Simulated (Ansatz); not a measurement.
Data:

```yaml
crystal:
  lattice:
    - [5.13492, 0.00000, 0.00000]
    - [0.00000, 5.13492, -0.05546]
    - [0.00000, -0.05546, 5.13492]
  atoms:
    - { symbol: Tl, position: [0.00000, 0.00000, 0.00000] }
    - { symbol: Zn, position: [0.50000, 0.50000, 0.50000] }
    - { symbol: Br, position: [0.00000, 0.50000, 0.50000] }
    - { symbol: Br, position: [0.50000, 0.50000, 0.00000] }
    - { symbol: Br, position: [0.50000, 0.00000, 0.50000] }
```

No spin polarisation.

Method: PBEsol (Ansatz, an electronic-structure program, PAW, no spin-orbit coupling). Γ-centred 7×7×7 mesh, Fermi–Dirac width 0.05 eV.

Q: Predict the electron mass.

A: 0.12 mₑ (at Γ).

Q: Estimate the band gap.

A: 0.27 eV.

Q: Estimate the pressure (mean of the normal stresses, compression positive).

A: 0.01 GPa.

Spin-orbit coupling, missing from the scalar runs, can matter with Tl. The cells carry an imposed strain or load. Effective masses come from finite differences of ±0.01 Å⁻¹. No phonon test of stability was made. The cell was made from TlZnBr3 in the cubic perovskite structure (space group Pm-3m, No. 221; a hypothetical phase, not in the database extracts checked) by this change: tensor shear ε_yz = −1.08 %. Many cubic perovskites are stable only at high temperature; tilts and polar distortions were not tested. The zero or small gap of TlZnBr3 can change with the level of theory.
